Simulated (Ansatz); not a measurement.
## Ge well of 12 atomic layers along [001] in random Si0.2Ge0.8, interfaces sharp

Prepared with Tersoff's 1989 multicomponent potential (SiCGe.tersoff) run with LAMMPS: minimisation. Geometry as solved with Ansatz (a quantum-chemistry and plane-wave program) with PBE, support functions at accuracy medium on the grid of 370 eV.

```xyz
648
Lattice="17.11 0.00 0.00 0.00 17.11 0.00 0.00 0.00 51.68" Properties=species:S:1:pos:R:3 pbc="T T T"
Si     0.03     0.04     0.01
Si     1.44     1.41     1.38
Si     2.82     2.83     0.03
Ge     4.24     4.26     1.40
Ge     2.83     0.02     2.86
Si     4.24     1.44     4.28
Ge     0.02     2.78     2.84
Ge     1.44     4.26     4.27
Si     0.04     0.05     5.69
Si     1.38     1.43     7.12
Ge     2.85     2.83     5.75
Si     4.24     4.29     7.14
Ge     2.80     0.04     8.54
Ge     4.23     1.46    10.01
Si     0.04     2.83     8.52
Ge     1.46     4.24     9.94
Ge     0.00     0.02    11.43
Ge     1.42     1.48    12.86
Si     2.83     2.86    11.42
Ge     4.24     4.27    12.82
Ge     2.84     0.01    14.29
Ge     4.28     1.42    15.74
Si     0.01     2.85    14.30
Ge     1.41     4.26    15.72
Ge     0.01     0.00    17.18
Ge     1.43     1.42    18.63
Ge     2.85     2.85    17.18
Ge     4.27     4.27    18.64
Ge     2.85    -0.01    20.07
Ge     4.28     1.41    21.53
Ge     0.00     2.86    20.08
Ge     1.42     4.28    21.54
Ge     0.00     0.00    22.98
Ge     1.42     1.42    24.44
Ge     2.85     2.85    22.98
Ge     4.28     4.28    24.43
Ge     2.85     0.00    25.89
Ge     4.28     1.43    27.34
Ge     0.00     2.85    25.89
Ge     1.43     4.28    27.35
Ge     0.00     0.00    28.81
Ge     1.43     1.43    30.25
Ge     2.86     2.85    28.80
Ge     4.28     4.28    30.25
Ge     2.86     0.01    31.71
Ge     4.25     1.46    33.19
Ge     0.02     2.85    31.72
Ge     1.46     4.24    33.19
Ge     0.03     0.02    34.62
Si     1.45     1.44    36.00
Si     2.84     2.84    34.64
Si     4.24     4.23    36.00
Ge     2.79    -0.01    37.44
Ge     4.28     1.36    38.89
Ge     0.02     2.82    37.41
Ge     1.44     4.25    38.85
Ge     0.02    -0.02    40.26
Ge     1.43     1.41    41.73
Ge     2.87     2.84    40.31
Ge     4.31     4.31    41.69
Ge     2.86    -0.08    43.13
Ge     4.25     1.41    44.55
Si     0.00     2.82    43.11
Ge     1.39     4.25    44.52
Si     0.04     0.00    45.95
Si     1.39     1.39    47.36
Ge     2.81     2.81    46.00
Ge     4.30     4.24    47.42
Ge     2.83     0.05    48.80
Ge     4.26     1.48    50.26
Ge     0.02     2.81    48.79
Ge     1.45     4.23    50.27
Ge     0.01     5.68     0.01
Ge     1.40     7.14     1.45
Ge     2.86     8.55    -0.01
Ge     4.29     9.96     1.44
Ge     2.87     5.73     2.87
Si     4.28     7.12     4.29
Si    -0.01     8.54     2.86
Ge     1.41     9.93     4.27
Ge     0.02     5.71     5.71
Ge     1.49     7.10     7.16
Ge     2.91     8.55     5.71
Si     4.26    10.03     7.12
Si     2.88     5.66     8.54
Ge     4.24     7.12     9.96
Ge     0.05     8.56     8.57
Si     1.47    10.01     9.94
Ge     0.02     5.68    11.41
Ge     1.39     7.16    12.86
Ge     2.82     8.59    11.40
Ge     4.25    10.00    12.89
Ge     2.84     5.72    14.28
Ge     4.28     7.13    15.74
Si     0.00     8.57    14.28
Ge     1.43     9.98    15.68
Ge     0.00     5.71    17.17
Ge     1.43     7.13    18.63
Ge     2.84     8.56    17.17
Ge     4.28     9.98    18.61
Ge     2.85     5.71    20.09
Ge     4.28     7.13    21.53
Ge     0.00     8.55    20.08
Ge     1.43     9.98    21.53
Ge     0.00     5.70    22.99
Ge     1.43     7.13    24.44
Ge     2.85     8.56    22.99
Ge     4.28     9.98    24.44
Ge     2.85     5.70    25.89
Ge     4.28     7.12    27.34
Ge     0.00     8.55    25.89
Ge     1.42     9.98    27.35
Ge     0.00     5.70    28.80
Ge     1.43     7.12    30.26
Ge     2.85     8.54    28.80
Ge     4.27     9.97    30.25
Ge     2.85     5.69    31.71
Ge     4.27     7.12    33.16
Ge     0.00     8.56    31.69
Ge     1.41    10.00    33.15
Ge     0.01     5.71    34.58
Ge     1.40     7.16    36.04
Ge     2.84     8.57    34.58
Ge     4.27     9.99    36.03
Ge     2.87     5.68    37.42
Ge     4.30     7.10    38.89
Si    -0.01     8.58    37.43
Ge     1.39     9.98    38.87
Ge     0.00     5.69    40.28
Ge     1.40     7.15    41.72
Ge     2.87     8.57    40.30
Si     4.29     9.99    41.69
Ge     2.84     5.71    43.14
Ge     4.24     7.16    44.58
Ge    -0.05     8.59    43.15
Ge     1.45     9.98    44.59
Ge    -0.03     5.74    45.93
Ge     1.45     7.13    47.37
Si     2.85     8.56    45.99
Ge     4.27     9.96    47.39
Ge     2.87     5.69    48.82
Ge     4.32     7.15    50.22
Ge     0.00     8.54    48.82
Ge     1.43     9.99    50.24
Ge     0.01    11.42     0.02
Ge     1.44    12.87     1.46
Ge     2.86    14.31     0.02
Si     4.25    15.70     1.45
Ge     2.86    11.39     2.87
Ge     4.28    12.83     4.32
Ge     0.03    14.33     2.90
Si     1.41    15.75     4.31
Ge     0.00    11.38     5.71
Ge     1.45    12.79     7.16
Ge     2.81    14.29     5.69
Ge     4.25    15.71     7.12
Si     2.86    11.36     8.54
Ge     4.24    12.79     9.95
Ge     0.00    14.24     8.57
Ge     1.42    15.68    10.00
Ge     0.06    11.37    11.40
Ge     1.46    12.80    12.89
Ge     2.85    14.24    11.42
Ge     4.27    15.67    12.86
Si     2.87    11.42    14.32
Si     4.25    12.78    15.71
Ge     0.01    14.24    14.30
Ge     1.44    15.67    15.74
Ge     0.00    11.39    17.16
Ge     1.43    12.82    18.61
Ge     2.88    14.21    17.15
Ge     4.28    15.66    18.62
Ge     2.85    11.40    20.07
Ge     4.28    12.83    21.53
Ge     0.01    14.25    20.07
Ge     1.43    15.68    21.53
Ge     0.00    11.40    22.98
Ge     1.43    12.83    24.44
Ge     2.85    14.25    22.99
Ge     4.28    15.68    24.44
Ge     2.85    11.40    25.90
Ge     4.27    12.83    27.35
Ge     0.00    14.26    25.89
Ge     1.42    15.68    27.34
Ge     0.00    11.41    28.79
Ge     1.42    12.84    30.25
Ge     2.84    14.26    28.80
Ge     4.27    15.69    30.25
Ge     2.84    11.41    31.69
Ge     4.27    12.83    33.14
Ge    -0.01    14.25    31.72
Ge     1.43    15.69    33.15
Ge    -0.02    11.39    34.63
Ge     1.40    12.86    36.07
Ge     2.84    14.25    34.59
Ge     4.27    15.68    36.04
Ge     2.87    11.45    37.49
Si     4.29    12.85    38.90
Si     0.00    14.26    37.50
Si     1.40    15.66    38.84
Ge    -0.06    11.42    40.31
Ge     1.44    12.84    41.71
Ge     2.87    14.30    40.25
Si     4.32    15.66    41.69
Ge     2.88    11.38    43.10
Ge     4.30    12.86    44.51
Ge     0.02    14.28    43.17
Si     1.41    15.70    44.58
Ge     0.02    11.44    46.01
Si     1.43    12.85    47.39
Ge     2.81    14.26    45.96
Ge     4.26    15.68    47.39
Ge     2.83    11.44    48.79
Ge     4.27    12.84    50.26
Ge     0.02    14.27    48.79
Ge     1.41    15.73    50.27
Ge     5.64    -0.01     0.02
Ge     7.09     1.43     1.42
Ge     8.52     2.89    -0.01
Ge     9.97     4.27     1.48
Ge     8.57     0.02     2.82
Ge    10.01     1.46     4.26
Ge     5.65     2.84     2.87
Ge     7.11     4.31     4.25
Ge     5.67     0.04     5.67
Ge     7.10     1.46     7.12
Ge     8.55     2.88     5.69
Ge     9.99     4.28     7.14
Ge     8.55     0.04     8.58
Si     9.98     1.42     9.98
Ge     5.66     2.90     8.55
Ge     7.14     4.29     9.99
Ge     5.69     0.00    11.42
Ge     7.13     1.42    12.85
Ge     8.58     2.82    11.40
Ge     9.97     4.27    12.85
Ge     8.55    -0.03    14.29
Ge     9.98     1.42    15.73
Ge     5.69     2.85    14.28
Ge     7.12     4.27    15.74
Ge     5.70     0.00    17.19
Ge     7.13     1.42    18.64
Ge     8.55     2.85    17.18
Ge     9.98     4.28    18.63
Ge     8.55     0.00    20.09
Ge     9.98     1.43    21.54
Ge     5.70     2.85    20.09
Ge     7.13     4.28    21.53
Ge     5.70    -0.01    22.99
Ge     7.13     1.42    24.43
Ge     8.56     2.85    22.98
Ge     9.98     4.28    24.44
Ge     8.55     0.00    25.89
Ge     9.98     1.42    27.35
Ge     5.70     2.85    25.88
Ge     7.13     4.28    27.34
Ge     5.70     0.00    28.79
Ge     7.12     1.43    30.25
Ge     8.54     2.85    28.79
Ge     9.97     4.27    30.24
Ge     8.55     0.01    31.69
Ge     9.98     1.43    33.14
Ge     5.70     2.85    31.72
Ge     7.13     4.26    33.17
Ge     5.70     0.01    34.60
Ge     7.15     1.40    36.06
Ge     8.59     2.85    34.62
Si     9.99     4.27    36.03
Si     8.50    -0.03    37.51
Ge     9.96     1.37    38.88
Ge     5.66     2.84    37.44
Ge     7.10     4.29    38.87
Si     5.70    -0.05    40.29
Ge     7.11     1.38    41.69
Ge     8.56     2.86    40.30
Si     9.99     4.30    41.68
Ge     8.59    -0.04    43.10
Ge     9.99     1.42    44.54
Ge     5.70     2.84    43.13
Ge     7.15     4.27    44.54
Ge     5.71     0.00    45.97
Ge     7.10     1.45    47.44
Ge     8.56     2.85    46.00
Ge    10.01     4.31    47.40
Ge     8.55     0.02    48.84
Ge     9.98     1.45    50.27
Si     5.71     2.87    48.87
Si     7.11     4.26    50.22
Ge     5.73     5.67    -0.04
Ge     7.17     7.10     1.42
Si     8.54     8.54    -0.01
Ge     9.93     9.95     1.41
Si     8.55     5.70     2.85
Ge     9.95     7.09     4.26
Ge     5.70     8.50     2.88
Ge     7.08     9.99     4.34
Ge     5.64     5.69     5.71
Ge     7.09     7.13     7.13
Ge     8.56     8.55     5.73
Ge    10.01     9.95     7.19
Ge     8.56     5.73     8.56
Ge    10.02     7.16     9.96
Ge     5.65     8.60     8.53
Ge     7.11     9.98    10.00
Ge     5.69     5.72    11.42
Ge     7.12     7.14    12.86
Ge     8.56     8.56    11.42
Ge     9.98     9.99    12.86
Ge     8.54     5.70    14.30
Ge     9.96     7.14    15.74
Ge     5.71     8.59    14.32
Si     7.11     9.98    15.74
Ge     5.70     5.70    17.19
Ge     7.12     7.14    18.63
Ge     8.52     8.59    17.16
Ge     9.97     9.98    18.62
Ge     8.55     5.71    20.08
Ge     9.98     7.13    21.53
Ge     5.69     8.56    20.07
Ge     7.12     9.98    21.53
Ge     5.70     5.71    22.98
Ge     7.13     7.13    24.44
Ge     8.55     8.55    22.98
Ge     9.98     9.98    24.44
Ge     8.55     5.70    25.89
Ge     9.98     7.13    27.34
Ge     5.70     8.55    25.89
Ge     7.13     9.98    27.35
Ge     5.70     5.70    28.79
Ge     7.12     7.12    30.25
Ge     8.56     8.55    28.80
Ge     9.99     9.98    30.26
Ge     8.55     5.69    31.70
Ge     9.98     7.11    33.14
Ge     5.70     8.55    31.70
Ge     7.12     9.99    33.14
Ge     5.66     5.65    34.61
Ge     7.12     7.11    36.02
Ge     8.55     8.55    34.57
Ge     9.98     9.97    36.02
Ge     8.58     5.68    37.43
Ge    10.02     7.09    38.90
Ge     5.70     8.55    37.45
Ge     7.12    10.00    38.88
Si     5.71     5.70    40.28
Ge     7.10     7.10    41.69
Ge     8.55     8.55    40.29
Ge     9.94    10.01    41.74
Ge     8.59     5.70    43.10
Ge     9.98     7.14    44.60
Ge     5.68     8.58    43.10
Ge     7.17     9.99    44.52
Ge     5.70     5.71    45.97
Ge     7.12     7.18    47.39
Si     8.55     8.57    45.96
Ge     9.95     9.99    47.36
Ge     8.52     5.70    48.83
Ge     9.95     7.12    50.28
Si     5.71     8.57    48.81
Ge     7.16     9.94    50.21
Ge     5.71    11.38    -0.02
Ge     7.11    12.84     1.42
Ge     8.55    14.24    -0.02
Ge     9.99    15.67     1.40
Ge     8.52    11.40     2.87
Ge     9.98    12.82     4.28
Ge     5.66    14.28     2.83
Ge     7.12    15.71     4.25
Si     5.65    11.39     5.75
Ge     7.10    12.80     7.12
Ge     8.53    14.25     5.70
Ge     9.96    15.68     7.14
Ge     8.57    11.42     8.59
Si     9.98    12.82    10.00
Ge     5.68    14.25     8.54
Ge     7.12    15.67     9.99
Ge     5.68    11.41    11.43
Ge     7.12    12.82    12.87
Ge     8.57    14.22    11.41
Ge     9.99    15.67    12.84
Ge     8.52    11.38    14.33
Ge     9.98    12.82    15.73
Ge     5.66    14.22    14.33
Ge     7.11    15.66    15.75
Ge     5.69    11.40    17.12
Ge     7.12    12.82    18.61
Ge     8.56    14.25    17.19
Ge     9.98    15.68    18.64
Ge     8.54    11.40    20.07
Ge     9.97    12.83    21.53
Ge     5.71    14.25    20.08
Ge     7.13    15.67    21.53
Ge     5.70    11.40    22.99
Ge     7.12    12.83    24.44
Ge     8.55    14.25    22.99
Ge     9.98    15.68    24.44
Ge     8.55    11.40    25.89
Ge     9.98    12.83    27.35
Ge     5.70    14.25    25.90
Ge     7.13    15.68    27.35
Ge     5.70    11.40    28.80
Ge     7.13    12.83    30.25
Ge     8.56    14.26    28.80
Ge     9.99    15.69    30.26
Ge     8.56    11.41    31.70
Ge     9.98    12.84    33.15
Ge     5.69    14.26    31.69
Ge     7.12    15.69    33.13
Ge     5.70    11.41    34.58
Ge     7.11    12.85    36.03
Ge     8.54    14.27    34.59
Ge     9.93    15.71    36.06
Ge     8.55    11.42    37.45
Ge     9.96    12.86    38.89
Ge     5.71    14.27    37.52
Si     7.12    15.71    38.91
Ge     5.69    11.46    40.33
Si     7.12    12.86    41.75
Ge     8.53    14.30    40.34
Si    10.02    15.70    41.69
Si     8.52    11.46    43.09
Ge     9.97    12.82    44.49
Si     5.69    14.26    43.07
Ge     7.10    15.64    44.51
Ge     5.71    11.40    45.96
Ge     7.14    12.79    47.43
Ge     8.55    14.23    45.96
Ge     9.97    15.69    47.37
Si     8.56    11.37    48.81
Ge     9.96    12.80    50.20
Ge     5.70    14.25    48.82
Ge     7.11    15.69    50.26
Ge    11.43     0.02     0.01
Ge    12.82     1.48     1.47
Ge    14.24     2.86    -0.03
Ge    15.68     4.24     1.44
Ge    14.30     0.05     2.88
Si    15.74     1.40     4.30
Si    11.42     2.89     2.88
Si    12.83     4.25     4.27
Ge    11.40     0.00     5.70
Ge    12.84     1.42     7.12
Ge    14.28     2.84     5.65
Ge    15.71     4.25     7.13
Ge    14.29     0.00     8.55
Ge    15.73     1.46     9.96
Ge    11.39     2.83     8.58
Ge    12.84     4.28    10.00
Ge    11.38     0.02    11.39
Ge    12.84     1.43    12.84
Ge    14.29     2.86    11.42
Ge    15.72     4.25    12.89
Ge    14.26     0.00    14.30
Ge    15.72     1.45    15.71
Ge    11.42     2.86    14.29
Ge    12.84     4.30    15.74
Ge    11.40    -0.01    17.18
Ge    12.84     1.42    18.62
Ge    14.27     2.85    17.18
Ge    15.68     4.29    18.63
Ge    14.26     0.00    20.08
Ge    15.68     1.43    21.53
Ge    11.41     2.85    20.07
Ge    12.83     4.28    21.53
Ge    11.41     0.00    22.99
Ge    12.83     1.43    24.44
Ge    14.26     2.85    22.99
Ge    15.68     4.28    24.44
Ge    14.26     0.00    25.89
Ge    15.68     1.42    27.35
Ge    11.41     2.85    25.90
Ge    12.83     4.27    27.35
Ge    11.41     0.00    28.80
Ge    12.84     1.42    30.25
Ge    14.26     2.85    28.81
Ge    15.69     4.28    30.27
Ge    14.26    -0.01    31.71
Ge    15.69     1.42    33.15
Ge    11.40     2.85    31.68
Ge    12.82     4.28    33.14
Ge    11.39     0.00    34.60
Ge    12.83     1.43    36.01
Ge    14.26     2.85    34.57
Ge    15.68     4.28    36.02
Ge    14.24    -0.01    37.45
Ge    15.67     1.44    38.87
Ge    11.38     2.85    37.45
Ge    12.82     4.26    38.93
Si    11.38    -0.02    40.31
Ge    12.82     1.41    41.68
Si    14.25     2.83    40.29
Ge    15.67     4.22    41.71
Ge    14.24    -0.03    43.14
Ge    15.73     1.41    44.54
Ge    11.38     2.89    43.09
Ge    12.80     4.30    44.57
Ge    11.45    -0.02    45.96
Ge    12.88     1.40    47.43
Ge    14.27     2.84    45.97
Ge    15.68     4.28    47.40
Si    14.30    -0.02    48.81
Ge    15.69     1.38    50.24
Ge    11.44     2.87    48.84
Si    12.83     4.28    50.25
Ge    11.41     5.67    -0.01
Ge    12.84     7.11     1.42
Ge    14.27     8.55     0.00
Ge    15.72     9.96     1.45
Ge    14.24     5.67     2.88
Ge    15.68     7.15     4.29
Ge    11.39     8.53     2.85
Ge    12.85     9.95     4.30
Ge    11.44     5.68     5.69
Ge    12.85     7.17     7.12
Si    14.27     8.55     5.70
Ge    15.67     9.94     7.12
Ge    14.27     5.70     8.55
Ge    15.69     7.13     9.99
Si    11.46     8.57     8.58
Si    12.80     9.96     9.98
Ge    11.41     5.71    11.42
Ge    12.84     7.13    12.86
Ge    14.24     8.58    11.40
Ge    15.71     9.96    12.85
Ge    14.29     5.72    14.30
Ge    15.72     7.17    15.72
Ge    11.41     8.56    14.30
Ge    12.84     9.99    15.73
Ge    11.40     5.71    17.19
Ge    12.84     7.13    18.63
Ge    14.27     8.56    17.18
Ge    15.69     9.98    18.63
Ge    14.25     5.71    20.08
Ge    15.68     7.13    21.54
Ge    11.40     8.56    20.07
Ge    12.83     9.98    21.53
Ge    11.40     5.70    22.99
Ge    12.83     7.13    24.44
Ge    14.25     8.55    22.99
Ge    15.68     9.98    24.44
Ge    14.26     5.70    25.90
Ge    15.68     7.13    27.35
Ge    11.40     8.55    25.89
Ge    12.83     9.98    27.34
Ge    11.40     5.70    28.80
Ge    12.83     7.13    30.24
Ge    14.26     8.56    28.79
Ge    15.68     9.99    30.25
Ge    14.25     5.71    31.70
Ge    15.69     7.14    33.14
Ge    11.42     8.54    31.71
Ge    12.85     9.98    33.15
Ge    11.38     5.67    34.61
Ge    12.84     7.12    36.01
Ge    14.30     8.57    34.62
Si    15.72     9.96    36.05
Ge    14.25     5.70    37.48
Ge    15.71     7.18    38.86
Ge    11.43     8.55    37.46
Ge    12.86    10.01    38.87
Si    11.39     5.67    40.33
Ge    12.80     7.12    41.71
Ge    14.28     8.59    40.33
Si    15.65    10.02    41.76
Ge    14.27     5.71    43.15
Si    15.67     7.15    44.53
Ge    11.42     8.60    43.17
Si    12.87    10.00    44.52
Si    11.39     5.71    45.98
Ge    12.80     7.11    47.37
Ge    14.25     8.55    45.92
Ge    15.68     9.97    47.39
Ge    14.22     5.68    48.84
Ge    15.68     7.10    50.25
Ge    11.37     8.54    48.81
Ge    12.82     9.97    50.24
Ge    11.39    11.39    -0.01
Ge    12.84    12.83     1.41
Ge    14.28    14.28    -0.01
Ge    15.73    15.74     1.41
Ge    14.27    11.40     2.86
Ge    15.69    12.85     4.28
Ge    11.42    14.25     2.85
Ge    12.85    15.69     4.28
Ge    11.42    11.39     5.72
Ge    12.83    12.83     7.16
Ge    14.27    14.27     5.72
Ge    15.74    15.72     7.09
Ge    14.23    11.35     8.59
Ge    15.68    12.80    10.01
Ge    11.37    14.24     8.59
Ge    12.84    15.68     9.99
Ge    11.42    11.42    11.39
Si    12.83    12.81    12.84
Ge    14.23    14.23    11.45
Ge    15.68    15.68    12.86
Ge    14.25    11.42    14.25
Ge    15.67    12.83    15.73
Ge    11.43    14.21    14.26
Ge    12.83    15.67    15.73
Ge    11.41    11.41    17.19
Ge    12.83    12.83    18.64
Ge    14.26    14.25    17.19
Ge    15.68    15.69    18.63
Ge    14.26    11.41    20.09
Ge    15.69    12.83    21.53
Ge    11.40    14.26    20.09
Ge    12.83    15.68    21.54
Ge    11.40    11.40    22.98
Ge    12.83    12.83    24.43
Ge    14.26    14.26    22.98
Ge    15.68    15.68    24.44
Ge    14.25    11.41    25.89
Ge    15.68    12.83    27.34
Ge    11.41    14.25    25.89
Ge    12.83    15.68    27.34
Ge    11.41    11.40    28.80
Ge    12.83    12.83    30.25
Ge    14.26    14.25    28.80
Ge    15.68    15.67    30.26
Ge    14.26    11.42    31.70
Ge    15.66    12.85    33.19
Ge    11.42    14.26    31.71
Ge    12.86    15.66    33.19
Ge    11.42    11.41    34.58
Ge    12.88    12.86    36.00
Si    14.28    14.27    34.60
Ge    15.70    15.64    36.05
Ge    14.33    11.42    37.43
Si    15.72    12.85    38.84
Ge    11.40    14.27    37.45
Ge    12.80    15.69    38.91
Ge    11.40    11.42    40.31
Ge    12.87    12.80    41.74
Ge    14.29    14.22    40.26
Ge    15.69    15.67    41.70
Si    14.26    11.38    43.15
Ge    15.64    12.83    44.56
Ge    11.43    14.30    43.12
Si    12.86    15.66    44.56
Ge    11.43    11.39    45.91
Ge    12.85    12.87    47.34
Si    14.25    14.29    45.93
Ge    15.68    15.70    47.33
Ge    14.25    11.42    48.80
Ge    15.70    12.84    50.23
Ge    11.40    14.26    48.80
Ge    12.86    15.71    50.21
```
